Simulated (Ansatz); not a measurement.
Take TaC in the rock salt structure (space group Fm-3m, No. 225; a = 4.440 Å) as the base.

Structures relaxed with DFT with PBEsol, PAW potentials and a 420 eV plane-wave cutoff in Ansatz (a program for electronic structure), spin-orbit coupling left out.

Base:

Simulated powder pattern, Cu Kα1, λ = 1.54056 Å (kinematic, ideal powder, no thermal factors, no anomalous dispersion; the 8 strongest lines at most, above 2 %, up to 2θ = 90°):

| 2θ (°) | I/Imax (%) | hkl |
|---|---|---|
| 34.97 | 100 | (111) |
| 40.60 | 63 | (200) |
| 58.77 | 43 | (220) |
| 70.25 | 43 | (311) |
| 73.88 | 15 | (222) |
| 87.89 | 7.4 | (400) |

After one change:

Simulated powder pattern, Cu Kα1, λ = 1.54056 Å (kinematic, ideal powder, no thermal factors, no anomalous dispersion; the 8 strongest lines at most, above 2 %, up to 2θ = 90°):

```csv
2θ (°),I/Imax (%)
35.13,100
40.78,63
59.05,43
70.60,43
74.25,15
88.36,7.4
```

Problem. Which change produced these results?
(A) pressure 2.1 GPa
(B) pressure 4.5 GPa
(C) pressure 15 GPa
(D) pressure 0.9 GPa

Solution. B, pressure 4.5 GPa. Its volume per atom is 10.80 Å³ against 10.94 Å³, and its space group is Fm-3m (No. 225).

Load acts through the strain it causes; cell and atoms are relaxed under it. No phonon test of stability was made. Competing high-pressure phases were not computed. The final runs are not spin-polarised. An odd electron count without spin: TaC.
